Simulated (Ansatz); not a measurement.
1T (CdI2-type) CaI₂, treated with PBEsol+SOC (Ansatz, a program for electronic structure, plane waves, PAW).

Settings: plane-wave cutoff 520 eV, 12×12×6 k mesh (along the axes of the cell as run), Fermi–Dirac smearing 0.01 eV, PAW data made under PBE.

Cell (measured lattice):

Space group P-3m1 (No. 164); a = 4.4800 Å, b = 4.4800 Å, c = 6.9600 Å, α = 90.00°, β = 90.00°, γ = 120.00°

| atom | site | symmetry | x | y | z |
|---|---|---|---|---|---|
| Ca | 1a | -3m. | 0.0000 | 0.0000 | 0.0000 |
| I | 2d | 3m. | 0.3333 | 0.6667 | 0.2500 |

### Question
Predict the band gap and smallest direct gap on the k points sampled.

### Answer

- band gap = 3.13 eV (indirect)
- smallest direct gap on the k points sampled = 3.76 eV

Note: cell and atoms aren't relaxed at this level.

Computed values are for the static lattice.

Cost on a shared machine: very roughly 6 core-minutes.
